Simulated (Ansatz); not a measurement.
# Response to strain in HfN

Base system: HfN in the rock salt structure (space group Fm-3m, No. 225; a = 4.526 Å; relaxed with 0.1 eV smearing).

Strains are applied to the cell and any free atomic positions relax.

Level of theory: plane-wave PAW DFT at the r2SCAN level (Ansatz, an electronic-structure program, 500 eV), scalar-relativistic without spin-orbit coupling.

Notes on the quantities. energy relative to the base: free energy F.

```csv
change,energy relative to the base,volume per atom,pressure
base,0 meV/atom,11.59 Å³,0.0 GPa
isotropic strain −3.00 %,+91 meV/atom,10.58 Å³,31.2 GPa
isotropic strain −2.50 %,+62 meV/atom,10.74 Å³,25.1 GPa
isotropic strain −2.00 %,+39 meV/atom,10.91 Å³,19.4 GPa
isotropic strain −1.50 %,+22 meV/atom,11.07 Å³,14.1 GPa
isotropic strain −1.00 %,+9.5 meV/atom,11.24 Å³,9.1 GPa
isotropic strain −0.50 %,+2.3 meV/atom,11.41 Å³,4.4 GPa
```

Stability against distortions was not tested. The final runs are not spin-polarised. An odd electron count without spin: HfN.
